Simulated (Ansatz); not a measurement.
This Ansatz (a first-principles code) input is the reference run, BeTe in the zinc blende structure (space group F-43m, No. 216), computed with PBEsol (Ansatz), no spin-orbit coupling:

Ansatz 0.2 input:
```yaml
crystal:
  lattice:
    - [0, 2.802166914, 2.802166914]
    - [2.802166914, 0, 2.802166914]
    - [2.802166914, 2.802166914, 0]
  atoms:
    - { symbol: Be, position: [0, 0, 0] }
    - { symbol: Te, position: [0.25, 0.25, 0.25] }
basis: { ecutwfc: 420, ecutrho_ratio: 4, xc_grid: 2, fft_grid_basis: typed }
kpoints: { mp_grid: { grid: [10, 10, 10] } }
hamiltonian:
  xc: pbesol
  dispersion: none
  pseudopotentials: { kind: paw }
scf: { occupations: { method: fermi_dirac, width: 0.05 }, convergence: { dr2_threshold: 0.0000000002 } }
output: { forces: true, stress: true }
checkpoint: { write: state.ck, write_every: 1000 }
```

**Question.** Write the input for this change: compressive biaxial strain of 1.00 % in the plane normal to [001], as in epitaxy on a mismatched substrate; the out-of-plane cell vector and the atoms relax.

**Answer.** 
Ansatz 0.2 input:
```yaml
crystal:
  lattice:
    - [3.9232338293, 0, 0]
    - [0, 3.9232338293, 0]
    - [1.9616169146, -1.9616169146, 2.8161777486]
  atoms:
    - { symbol: Be, position: [0, 0, 0] }
    - { symbol: Te, position: [0.75, 0.75, 0.5] }
basis: { ecutwfc: 420, ecutrho_ratio: 4, xc_grid: 2, fft_grid_basis: typed }
kpoints: { mp_grid: { grid: [10, 10, 10] } }
hamiltonian:
  xc: pbesol
  dispersion: none
  pseudopotentials: { kind: paw }
scf: { occupations: { method: fermi_dirac, width: 0.05 } }
relax: { f_tol: 0.005, max_steps: 50, cell: { stress_tol: 0.01, fix: [a, b, gamma] } }
output: { forces: true, stress: true }
checkpoint: { write: state.ck, write_every: 1000 }
```
This is the input that was run; other choices of cell and start would serve too.

Whether these cells are dynamically stable was not tested.
